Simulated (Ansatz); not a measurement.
Start from CuI in the zinc blende structure (space group F-43m, No. 216; a = 6.023 Å).

Calculations: r2SCAN (Ansatz, an electronic-structure program), spin-orbit coupling left out.

Now apply this change: a hydrostatic pressure of 3 GPa.

What does the calculation give for the mean gap deformation potential ΔEg/Δln V after the change?

The mean gap deformation potential ΔEg/Δln V comes out as -3.1 eV.

With I present, leaving out spin-orbit coupling can change the band edges. Load acts through the strain it causes; cell and atoms are relaxed under it. Stability against distortions was not tested. Tetrahedral semiconductors of this kind turn to denser phases somewhere between about 1 and 50 GPa; those were not computed, so compressed cells here can lie past the real transition. The final runs are not spin-polarised.
